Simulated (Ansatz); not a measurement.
Formation energies of neutral defects against the elements (graphite for carbon, diatomic gases, S8), in zinc-blende BN (eV), each at one geometry relaxed with PBE and evaluated in Ansatz (a quantum-chemistry and plane-wave program) with PBE, r2SCAN. Cell and caveats: 64-site cell; 2×2×2 shifted k-points; charged states image-corrected; no spin–orbit coupling; no Hubbard U; not converged in cell size; flagged in the runs: for some of the defects a doubtful potential alignment, host ions not shown at rest.

| defect | x: PBE (eV) | y: r2SCAN (eV) |
|---|---|---|
| Ti on the B site | 6.56 | 6.13 |
| Mn on the B site | 6.83 | 6.73 |
| H on the N site | 7.63 | 8.19 |
| As on the N site | 9.69 | 9.86 |
| Ca on the B site | 11.25 | 11.24 |
| Eu on the B site | 12.64 | 12.42 |
| Sb on the N site | 16.95 | 17.50 |
| Bi on the N site | 20.35 | 20.96 |
| Si on the N site | 11.55 | ? |

### Question
Fit a straight line to the 8 complete rows and predict the last.

### Answer
Means: x = 11.488, y = 11.629; Sxx = 173.851, Sxy = 182.129. Slope 182.129 / 173.851 = 1.05, intercept 11.629 − 1.05 × 11.488 = -0.43 eV; the rows scatter by 0.34 eV about the line, and R² = 1.00. Prediction: -0.43 + 1.05 × 11.55 = 11.70 eV. The calculation gave 12.11 eV, 0.41 eV above the line, within twice its scatter.
